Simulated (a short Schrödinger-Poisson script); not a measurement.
Structure: gated Al0.4Ga0.6As/GaAs δ-doped gas, at 300 K.

| layer | material | thickness (nm) | Na (cm⁻³) |
|---|---|---|---|
| 1 | Al0.4Ga0.6As | 10 | - |
| 2 | Al0.4Ga0.6As | 20 | - |
| 3 | GaAs | 6000 | 2e15 |

Constants are typed, rounded textbook-type inputs, not results; the design itself was drawn at random and stands for no fabricated device. Al0.4Ga0.6As: permittivity 11.76, conduction-band edge (eV) 0.316, gap (eV) 1.923, electron mass (mₑ) 0.1002, Nv at 300 K (cm⁻³) 9e18. GaAs: permittivity 12.9, conduction-band edge (eV) 0, gap (eV) 1.424, Nv at 300 K (cm⁻³) 9e18.

Channel valleys (confinement mass, in-plane density-of-states mass, number): Γ 0.067, 0.067, 1. At the gate the conduction-band edge of layer 1 lies 1.07 eV − eVg above the Fermi level of the channel; the field vanishes at the back. Sheet of ionised δ-doping: +1.5e12 e/cm² at 10 nm from the gate. The barrier under the gate holds no holes. Gaps are held at their typed values at every temperature. Mesh 0.08 nm at interfaces.

Solved with a short Schrödinger-Poisson script written for these runs: 1D Poisson equation in equilibrium, electrons quantum, Hartree (BenDaniel-Duke, 40 states a valley, the channel's in-plane mass for all, wave functions free to enter the barrier), parabolic valleys, classical holes, full ionisation, no traps, pinning or gate leakage.

The same stack at other levels of the model or other numerical settings:

```tsv
run	sheet density of all electrons at Vg = 0.5 V (cm⁻²)	rough cost against the base
base	5.82e9	about 1
electrons treated as classical, Boltzmann	7.16e9	0.04
electrons treated as classical, Fermi-Dirac	7.15e9	0.2
electrons treated as quantum, Hartree plus LDA exchange-correlation	…	about 1
mesh six times as coarse	5.85e9	0.2
one subband a valley	…	0.2
```

Task: Complete the blanks.

Result: 
- electrons treated as quantum, Hartree plus LDA exchange-correlation, sheet density of all electrons at Vg = 0.5 V (cm⁻²): 6.19e9
- one subband a valley, sheet density of all electrons at Vg = 0.5 V (cm⁻²): 3.60e9

The classical rows ignore confinement, and Boltzmann statistics overrate the density once the band edge passes the Fermi level.
